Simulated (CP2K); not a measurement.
# Several settings converged on HfTeSe (P3m1, 3 atoms in the cell)

```yaml
crystal:
  lattice:
    - [3.86459, 0.00000, 0.00000]
    - [-1.93230, 3.34683, 0.00000]
    - [0.00000, 0.00000, 6.73573]
  atoms:
    - { symbol: Hf, position: [0.00000, 0.00000, 0.98919] }
    - { symbol: Te, position: [0.66667, 0.33333, 0.25072] }
    - { symbol: Se, position: [0.33333, 0.66667, 0.76752] }
```

Base method: PBEsol, GPW, DZVP-MOLOPT-SR-GTH basis, GTH-PBE potentials (GTH_POTENTIALS) (CP2K).

Base settings: CUTOFF = 500 Ry; REL_CUTOFF = 60 Ry; SMEAR/METHOD = FERMI_DIRAC; ELECTRONIC_TEMPERATURE = 1160.45 K; KPOINTS/SCHEME = MONKHORST-PACK 5 5 3; XC_FUNCTIONAL = PBE:PBESOL; Hf/BASIS_SET = DZVP-MOLOPT-SR-GTH-q12; Hf/POTENTIAL = GTH-PBE-q12; Te/BASIS_SET = DZVP-MOLOPT-SR-GTH-q6; Te/POTENTIAL = GTH-PBE-q6.

**Shifted k-point meshes**

Only quantities that move along the ladder and can be compared are tabulated.

```csv
KPOINTS/SCHEME,free energy less the last step's (meV/atom),pressure (GPa),largest difference of a force vector from the last step's (eV/Å)
MACDONALD 2 2 1 0 0 0.5,-94.66,-0.25,0.228
MONKHORST-PACK 4 4 2,-16.34,-0.08,0.051
MACDONALD 6 6 3 0 0 0.1666666667,-3.27,0.03,0.016
MONKHORST-PACK 8 8 4,-0.62,0.06,0.007
MONKHORST-PACK 16 16 8,0.00,0.06,0.000
```

Coarsest KPOINTS/SCHEME that holds the free energy within 2 meV/atom of the last step, with all finer ones: MONKHORST-PACK 8 8 4; the step before is off by 3.3 meV/atom.

Coarsest KPOINTS/SCHEME that holds the pressure within 0.2 GPa of the last step, with all finer ones: MONKHORST-PACK 4 4 2; the step before is off by 0.32 GPa.

**The k-point mesh at a smearing width of 0.05 eV**

In this ladder: ELECTRONIC_TEMPERATURE = 580.23 K. Moved along: GAMMA_CENTERED.

The second cell is the first with its lattice scaled by 0.98.

Only quantities that move along the ladder and can be compared are tabulated.

```tsv
KPOINTS/SCHEME	free energy less the last step's (meV/atom)	energy of the compressed cell less the first (meV/atom)	pressure (GPa)	largest difference of a force vector from the last step's (eV/Å)
MONKHORST-PACK 4 4 2	55.12	27.47	0.37	0.037
MONKHORST-PACK 6 6 3	11.20	26.12	0.17	0.006
MONKHORST-PACK 9 9 5	1.18	25.27	0.07	0.009
MONKHORST-PACK 13 13 7	0.03	25.49	0.08	0.003
MONKHORST-PACK 16 16 8	0.00	25.62	0.09	0.000
```

Coarsest KPOINTS/SCHEME that holds the pressure within 0.2 GPa of the last step, with all finer ones: MONKHORST-PACK 6 6 3; the step before is off by 0.29 GPa.

Coarsest KPOINTS/SCHEME that holds the energy of the compressed cell less the first within 1 meV/atom of the last step, with all finer ones: MONKHORST-PACK 6 6 3; the step before is off by 1.8 meV/atom.

Coarsest KPOINTS/SCHEME that holds the forces within 0.01 eV/Å of the last step, with all finer ones: MONKHORST-PACK 6 6 3; the step before is off by 0.037 eV/Å.

The energy difference between the two cells stays within 1 meV/atom of the last step's from MONKHORST-PACK 6 6 3 on, the total only from MONKHORST-PACK 13 13 7 on: much of the error is common to both cells and cancels.

On the base run: the starting cell comes from a database of computed structures (which also holds hypothetical and non-ambient phases and stackings), without a prior relaxation at this level. Its lattice was rescaled by up to half a per cent. One atom was moved a little off its site on purpose. Values carry the incompleteness of an atom-centred basis. The potentials were made for another functional than the one used.
